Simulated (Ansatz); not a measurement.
Input and output of a self-consistent single point for the (111) slab of VH2 (cut from a parent of space group no. 225; 12 atoms in the cell) (Ansatz, a first-principles code).

Method of the run: PBEsol, default PAW files made with PBE (plane waves; Ansatz).

```
VH2
1.0
    2.97533     0.00000     0.00000
    1.48766     2.57671     0.00000
    0.00000     0.00000    22.50269
H V
8 4
Direct
  0.66667   0.66667   0.36505
  0.00000   0.00000   0.31107
  0.00000   0.00000   0.47301
  0.33333   0.33333   0.41903
  0.33333   0.33333   0.58097
  0.66667   0.66667   0.52699
  0.66667   0.66667   0.68893
  0.00000   0.00000   0.63495
  0.33333   0.33333   0.33807
  0.66667   0.66667   0.44602
  0.00000   0.00000   0.55398
  0.33333   0.33333   0.66194
```

Reference input (self-consistent single point, DFT, PBEsol, plane waves, default PAW files made with PBE): basis.ecutwfc = 420 eV; kpoints.mp_grid.grid = 12 12 1; hamiltonian.xc = pbesol; hamiltonian.pseudopotentials = {kind: paw} (the program's default PAW files); scf.occupations.method = gaussian; scf.occupations.width = 0.1 eV. This run's input differs from it in these lines:

Ansatz 0.2 input:
```diff
@@ -20,3 +20,3 @@
 basis:
-  ecutwfc: 420.0
+  ecutwfc: 840.0
 kpoints:
```

The program printed (abridged):

```
SCF iter   1: F=—  HF=-11668.196821 eV  |F-HF|=—  |Δ(HF+E_count)|=         —  Δρ=7.72e-3  dr2=6.00e-2  ethr=1.77e-3  ⟨swp⟩=8.2  Hψ=3736  notcnv=0
all-band conjugate gradients solve this SCF's bands
preconditioner: auto → LDOS
SCF iter   2: F=—  HF=-11668.184654 eV  |F-HF|=—  |Δ(HF+E_count)|=   1.22e-2  Δρ=2.90e-3  dr2=1.62e-2  ethr=1.00e-4  ⟨swp⟩=2.5  Hψ=1685  notcnv=0  defer=52
   [... lines left out ...]
SCF iter   5: F=—  HF=-11668.182511 eV  |F-HF|=—  |Δ(HF+E_count)|=   9.69e-6  Δρ=1.52e-4  dr2=1.52e-4  ethr=1.34e-6  ⟨swp⟩=1.9  Hψ=865  notcnv=0  defer=52
SCF iter   6: F=—  HF=-11668.182499 eV  |F-HF|=—  |Δ(HF+E_count)|=   1.19e-5  Δρ=4.01e-5  dr2=5.84e-6  ethr=2.53e-7  ⟨swp⟩=1.9  Hψ=897  notcnv=0  defer=52
SCF iter   7: F=—  HF=-11668.182360 eV  |F-HF|=—  |Δ(HF+E_count)|=   1.40e-4  Δρ=7.61e-6  dr2=3.12e-7  ethr=9.74e-9  ⟨swp⟩=2.4  Hψ=983  notcnv=0  defer=52
SCF iter   8: F=-11668.182360 eV  HF=-11668.182360 eV  |F-HF|=2.36e-8  |Δ(HF+E_count)|=   8.93e-8  Δρ=2.97e-6  dr2=1.26e-8  ethr=1.67e-10  ⟨swp⟩=13.5  Hψ=3795  notcnv=0
SCF 1 converged in 8 iterations: F = -11668.182360 eV  dr2 = 1.26e-8
Free energy (F): -11668.182360 eV
Internal energy: -11668.131952 eV  (E = F + TS)
E sigma→0 (E₀):  -11668.157156 eV
Entropy (-TS):   -0.050408 eV (-4.201 meV/atom)
Fermi energy:    3.279326 eV
--- Forces (eV/Å), atoms counted from 1 ---
  atom   1  H     -0.00000000     0.00000000    -0.20774839
  atom   2  H     -0.00000000    -0.00000000    -0.59911530
  atom   3  H      0.00000000     0.00000000    -0.02017026
  atom   4  H     -0.00000000    -0.00000000    -0.18681256
  atom   5  H     -0.00000000     0.00000000     0.18681256
  atom   6  H      0.00000000    -0.00000000     0.02017026
  atom   7  H      0.00000000     0.00000000     0.59911530
  atom   8  H     -0.00000000    -0.00000000     0.20774839
   [... lines left out ...]
  atom  12  V      0.00000000    -0.00000000    -1.30432439
--- Stress (GPa, compression-positive) ---
       -5.135217      -0.000000       0.000000
        0.000000      -5.135217       0.000000
        0.000000       0.000000      -2.262170
  P = ⅓ Tr σ = -4.1775 GPa (-41.775 kbar)
  The stress holds the Pulay correction. Without it, at fixed plane waves, as pw.x and ABINIT print it: P = -4.1800 GPa
```

The run converged in 8 iterations. Against the reference run the free energy goes down by 2.4 meV/atom and the largest force moves little (1.302 to 1.304 eV/Å).

The starting cell comes from a database of computed structures (which also holds hypothetical and non-ambient phases and stackings), without a prior relaxation at this level. The slab is cut from that crystal, and its faces are unrelaxed. Its lattice was rescaled by up to half a per cent. Spin polarisation is off. Forces in this geometry exceed 1 eV/Å.
